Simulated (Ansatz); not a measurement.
The reference is Si₃N₄ (space group P6_3/m, No. 176; a = 7.6635 Å, c = 2.9265 Å). Axes: x lies along a and z along c of the hexagonal cell.

One thing is altered: biaxial strain +0.77 %, plane normal [001], relaxed out of plane (Cartesian); in-plane vectors clamped, the third vector and the atoms free.

Level of theory: Ansatz (a first-principles code), PBE, PAW, cutoff 420 eV, spin-orbit coupling left out.

Base, band edges from the VBM (valence, conduction): K -0.29, 4.60; H -1.09, 4.91; M -0.25, 4.51; L -1.03, 4.69; A -1.31, 4.64; Γ -0.20, 4.25 eV.

Question: Give the band edges at the high-symmetry points of the new zone, measured from its valence-band maximum.

Answer: 
```json
[
 {"point": "Γ", "valence edge (eV)": "-0.13", "conduction edge (eV)": "4.38"},
 {"point": "M", "valence edge (eV)": "-0.18", "conduction edge (eV)": "4.52"},
 {"point": "K", "valence edge (eV)": "-0.21", "conduction edge (eV)": "4.65"},
 {"point": "A", "valence edge (eV)": "-1.28", "conduction edge (eV)": "4.54"},
 {"point": "L", "valence edge (eV)": "-1.01", "conduction edge (eV)": "4.55"},
 {"point": "H", "valence edge (eV)": "-1.07", "conduction edge (eV)": "4.76"}
]
```

The gap is 4.38 eV, indirect, Γ–A (33 % along) → Γ.

Gaps are Kohn–Sham eigenvalue differences; semilocal functionals usually give less than the measured gap. Stability against distortions was not tested.
